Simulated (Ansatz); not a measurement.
WS₂ (P6₃/mmc, No. 194, 12 atoms in the cell; start mp-1028441), treated with LDA (Ansatz, a program for electronic structure, plane waves, PAW).

Run with plane-wave cutoff 520 eV, 12×12×2 k mesh (along the axes of the cell as run), Fermi–Dirac smearing 0.01 eV, no spin polarisation, scalar-relativistic PAW data made under PBE.

Cell (relaxed with PBE-D3(BJ)):

```cif
data_S4W2
_chemical_formula_sum 'W2 S4'
_space_group_name_H-M_alt 'P63/mmc'
_space_group_IT_number 194
_space_group_name_Hall '-P 6c 2c'
_cell_length_a 3.15406
_cell_length_b 3.15406
_cell_length_c 12.14141
_cell_angle_alpha 90.000
_cell_angle_beta 90.000
_cell_angle_gamma 120.000
loop_
_atom_site_label
_atom_site_type_symbol
_atom_site_symmetry_multiplicity
_atom_site_Wyckoff_symbol
_atom_site_fract_x
_atom_site_fract_y
_atom_site_fract_z
_atom_site_occupancy
W1 W 2 c 0.33333 0.66667 0.25000 1
S1 S 4 f 0.66667 0.33333 0.12031 1
```
(The calculation used a cell of 12 atoms; values per cell refer to that cell.)

Task: Predict the band gap, smallest direct gap on the k points sampled and direct gap at Γ.

Result: 
- band gap: 0.81 eV
- smallest direct gap on the k points sampled: 1.81 eV
- direct gap at Γ: 2.22 eV

Note: cell and atoms aren't relaxed at this level (largest force component 0.46 eV/Å, pressure -4.2 GPa).

Spin–orbit coupling is not included.

Static lattice: no zero-point or thermal effects.

The result took roughly 90 core-seconds.

A start named mp-… is a Materials Project structure, which need not be a measured phase.
